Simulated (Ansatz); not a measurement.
**Pressure series in PbF2**

Consider PbF$_{2}$ in the fluorite structure (space group Fm-3m, No. 225; a = 5.899 Å).

Cell and atoms are relaxed at each pressure.

Calculations: PBEsol (Ansatz, a quantum-chemistry and plane-wave program, PAW, spin-orbit coupling left out).

Candidates:
(a) pressure 30 GPa
(b) pressure 2.1 GPa
(c) pressure −2 GPa

For the base:

The width of the top valence band is 2.08 eV.

Problem. Order them by width of the top valence band, highest first.

Solution. (a) pressure 30 GPa (3.85 eV), (b) pressure 2.1 GPa (2.25 eV), (c) pressure −2 GPa (1.90 eV)

With Pb present, leaving out spin-orbit coupling can change the band edges. The levels and masses belong to the bands next to the band gap. Load acts through the strain it causes; cell and atoms are relaxed under it. Stability against distortions was not tested. Competing high-pressure phases were not computed.
